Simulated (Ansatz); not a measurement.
1T (CdI2-type) MgI₂ was calculated with PBEsol (Ansatz, a first-principles code, PAW).

Settings: plane-wave cutoff 500 eV, 12×12×6 k mesh (along the axes of the cell as run), gaussian smearing 0.02 eV, scalar-relativistic PAW data made under PBE.

Computed at the level's own relaxed cell.

What does this level give for the volume per atom, lattice parameter a and c axis length?


volume per atom: 34.57 Å³/atom
lattice parameter a: 4.130 Å
c axis length: 7.023 Å

Measured, for comparison: lattice constant a 4.14 Å, lattice parameter c 6.88 Å (temperature not stated, copied from a table, unchecked, no zero-point or thermal correction; as tabulated in Crystal Structures 1, 239 (1963)). Computed (rounded) less measured: lattice constant a not scored (unchecked), lattice parameter c not scored (unchecked).

Note: the cell comes from a level without a dispersion term, which matters for the spacing of layers, chains or molecules; the cell has widely spaced layers and the level no dispersion term, so their spacing and the moduli can rest on weak binding.

Spin–orbit coupling is not included.

The computed numbers hold no vibrational or temperature effects.
